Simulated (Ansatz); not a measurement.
**A computed series for TiSi2: response to strain**

Consider TiSi2 (space group Fddd, No. 70; a = 4.7791 Å, b = 8.2295 Å, c = 8.5206 Å). Axes: x, y, z lie along a, b, c of the conventional cell.

Strains are applied to the cell and any free atomic positions relax; under biaxial strain the out-of-plane vector relaxes too.

Level of theory: plane-wave PAW DFT at the r2SCAN level (Ansatz, an electronic-structure program, 500 eV), no spin-orbit coupling.

Candidates:
(a) strain tensor (xx, yy, zz, yz, xz, xy) = (+1.14, +0.24, −0.47, −1.09, +0.93, +0.52) %
(b) biaxial strain −0.52 %, plane normal [001], relaxed out of plane
(c) tensor shear ε_xz = +1.26 %

Notes on the quantities. energy relative to the base: free energy F.

Task: Order them by energy relative to the base, lowest first.

Result: (b) biaxial strain −0.52 %, plane normal [001], relaxed out of plane (+0.8 meV/atom), (c) tensor shear ε_xz = +1.26 % (+3.1 meV/atom), (a) strain tensor (xx, yy, zz, yz, xz, xy) = (+1.14, +0.24, −0.47, −1.09, +0.93, +0.52) % (+5.8 meV/atom)

Without a gap, meshes like the base's 13×13×13 leave anisotropic stresses uncertain by several tenths of a GPa, and small strain energies with them. No phonon test of stability was made. The final runs are not spin-polarised.
